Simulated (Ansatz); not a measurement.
# Several settings converged on the (001) slab of WS2 (cut from a parent of space group no. 187; 3 atoms in the cell)

```
WS2
1.0
    3.16760     0.00000     0.00000
   -1.58380     2.74322     0.00000
    0.00000     0.00000    17.10331
W S
1 2
Direct
  0.00000   0.00000   0.50000
  0.33333   0.66667   0.40928
  0.33333   0.66667   0.59072
```

Base method: PBEsol, PAW files made with PBE (plane waves; Ansatz, a first-principles code).

Base settings: basis.ecutwfc = 30.9 Ry; kpoints.mp_grid.grid = 8 8 1; hamiltonian.xc = pbesol; hamiltonian.pseudopotentials = {kind: paw} (the program's default PAW files); scf.occupations.method = fermi_dirac; scf.occupations.width = 0.0037 Ry.

The count of work is k-points × plane waves × bands × iterations; it is no time. 

**The vacuum**

The mesh stays at the base's, so the ladder's end is converged at best in this setting alone.

Only quantities that move along the ladder and can be compared are tabulated.

| vacuum between outermost atoms (Å) | free energy less the last step's (meV/atom) | largest difference of a force vector from the last step's (eV/Å) | count of work / last |
|---|---|---|---|
| 3.0 | 261.88 | 0.698 | 0.16 |
| 4.0 | 52.78 | 0.044 | 0.23 |
| 5.0 | 12.05 | 0.007 | 0.25 |
| 6.0 | 2.61 | 0.001 | 0.31 |
| 7.0 | 0.51 | 0.000 | 0.38 |
| 8.0 | 0.08 | 0.000 | 0.38 |
| 10.0 | 0.00 | 0.000 | 0.39 |
| 12.0 | 0.00 | 0.000 | 0.51 |
| 14.0 | 0.01 | 0.000 | 0.57 |
| 17.0 | 0.00 | 0.000 | 0.83 |
| 20.0 | 0.00 | 0.000 | 0.78 |
| 25.0 | 0.00 | 0.000 | 1.2 |
| 30.0 | 0.00 | 0.000 | 1.0 |

Smallest vacuum between outermost atoms (Å) that holds the forces within 0.02 eV/Å of the last step, with all finer ones: 5.0, at 0.25 of the last step's count of work; the step before is off by 0.044 eV/Å.

Smallest vacuum between outermost atoms (Å) that holds the free energy within 2 meV/atom of the last step, with all finer ones: 7.0, at 0.38 of the last step's count of work; the step before is off by 2.6 meV/atom.

**The k-point mesh**

Only quantities that move along the ladder and can be compared are tabulated.

| kpoints.mp_grid.grid | free energy less the last step's (meV/atom) | largest difference of a force vector from the last step's (eV/Å) | count of work / last |
|---|---|---|---|
| 2 2 1 | 328.83 | 0.466 | 0.034 |
| 3 3 1 | 5.47 | 0.198 | 0.064 |
| 4 4 1 | -19.52 | 0.060 | 0.068 |
| 5 5 1 | 0.20 | 0.004 | 0.096 |
| 6 6 1 | 1.00 | 0.005 | 0.13 |
| 8 8 1 | 0.06 | 0.000 | 0.19 |
| 9 9 1 | 0.06 | 0.001 | 0.23 |
| 10 10 1 | -0.03 | 0.000 | 0.27 |
| 12 12 1 | 0.00 | 0.000 | 0.37 |
| 14 14 1 | 0.00 | 0.000 | 0.51 |
| 16 16 1 | 0.00 | 0.000 | 0.64 |
| 19 19 1 | 0.00 | 0.000 | 0.77 |
| 22 22 1 | 0.00 | 0.000 | 1.0 |

Coarsest kpoints.mp_grid.grid that holds the forces within 0.02 eV/Å of the last step, with all finer ones: 5 5 1, at 0.096 of the last step's count of work; the step before is off by 0.060 eV/Å.

Coarsest kpoints.mp_grid.grid that holds the free energy within 0.5 meV/atom of the last step, with all finer ones: 8 8 1, at 0.19 of the last step's count of work; the step before is off by 1.00 meV/atom.

**The plane-wave cutoff**

The mesh stays at the base's, so the ladder's end is converged at best in this setting alone.

Only quantities that move along the ladder and can be compared are tabulated.

| basis.ecutwfc | free energy less the last step's (meV/atom) | largest difference of a force vector from the last step's (eV/Å) | count of work / last |
|---|---|---|---|
| 15.4 Ry | 824.97 | 0.153 | 0.13 |
| 18.4 Ry | 187.68 | 0.025 | 0.16 |
| 21.7 Ry | 30.03 | 0.014 | 0.24 |
| 26.1 Ry | 4.05 | 0.004 | 0.30 |
| 30.9 Ry | 1.16 | 0.001 | 0.35 |
| 37.1 Ry | 0.30 | 0.000 | 0.41 |
| 46.3 Ry | 0.05 | 0.000 | 0.73 |
| 61.7 Ry | 0.00 | 0.000 | 1.0 |

Coarsest basis.ecutwfc that holds the free energy within 5 meV/atom of the last step, with all finer ones: 26.1 Ry, at 0.30 of the last step's count of work; the step before is off by 30 meV/atom.

Coarsest basis.ecutwfc that holds the forces within 0.02 eV/Å of the last step, with all finer ones: 21.7 Ry, at 0.24 of the last step's count of work; the step before is off by 0.025 eV/Å.

On the base run: the starting cell comes from a database of computed structures (which also holds hypothetical and non-ambient phases and stackings), without a prior relaxation at this level. The slab is cut from that crystal, and its faces are unrelaxed. Its lattice was rescaled by up to half a per cent. Spin polarisation is off.

Left out of this page: 1 run of the series outside the window shown, repeating another row's setting, or not comparable.

Keys are those of Ansatz 0.2.
